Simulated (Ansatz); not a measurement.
ZnO: response to strain

Take ZnO in the wurtzite structure (space group P6_3mc, No. 186; a = 3.235 Å, c = 5.211 Å) as the base.

Strains are applied to the cell and any free atomic positions relax.

Level of theory: r2SCAN (Ansatz, an electronic-structure program), no spin-orbit coupling.

```csv
isotropic strain (%),band gap (eV)
-5.03,1.46
-4.77,1.45
-0.75,?
0,1.24
0.15,1.23
```

Fit E_g = E₀ + Dε (ε in %) to the rows shown and predict the withheld row.

Least squares on the printed values gives E₀ = 1.24 eV, D = -44.2 meV per % of strain (largest residual 0.00 eV); this predicts 1.27 eV, and the run gives 1.27 eV, in agreement.

No phonon test of stability was made.
